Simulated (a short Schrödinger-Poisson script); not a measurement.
System: symmetric double-gate stack, SiO2 on p-type Si(100), at 77 K.

```
layer  material  thickness (nm)  Na (cm⁻³)
-----  --------  --------------  ---------
1          SiO2               2          -
2            Si              10       3e15
3          SiO2               2          -
```

The device is made up for the run: typed textbook-type constants, with dimensions and the other settings drawn at random. SiO2: permittivity 3.9, conduction-band edge (eV) 3.15, gap (eV) 9, electron mass (mₑ) 0.5. Si: permittivity 11.7, conduction-band edge (eV) 0, gap (eV) 1.124, Nv at 300 K (cm⁻³) 3.1e19.

Channel valleys (confinement mass, in-plane density-of-states mass, number): Δ2 0.916, 0.19, 2; Δ4 0.19, 0.417, 4. At the gates, both at one voltage, the conduction-band edge of layer 1 lies 3.24 eV − eVg above the Fermi level of the channel. Gaps are held at their typed values at every temperature. Mesh 0.03 nm at interfaces.

From a short Schrödinger-Poisson script (our own, NumPy): 1D Poisson equation in equilibrium, electrons quantum, Hartree (BenDaniel-Duke, 12 states a valley, the channel's in-plane mass for all, wave functions free to enter the dielectric), parabolic valleys, classical holes, full ionisation, no traps, pinning or gate leakage.

The same stack at other levels of the model or other numerical settings:

| run | sheet density of all electrons at Vg = 1.5 V (cm⁻²) | sheet density of all electrons at Vg = 0.3 V (cm⁻²) | capacitance of both gates at Vg = 1.5 V (μF/cm²) | rough cost against the base |
|---|---|---|---|---|
| base | 2.45e13 | 3.19e12 | 2.96 | about 1 |
| electrons treated as classical, Boltzmann | 2.94e13 | 4.13e12 | 3.41 | 0.02 |
| electrons treated as classical, Fermi-Dirac | 2.73e13 | 3.95e12 | 3.16 | 0.06 |
| mesh six times as coarse | 2.45e13 | 3.19e12 | 2.95 | 0.2 |

The classical rows ignore confinement, and Boltzmann statistics overrate the density once the band edge passes the Fermi level.
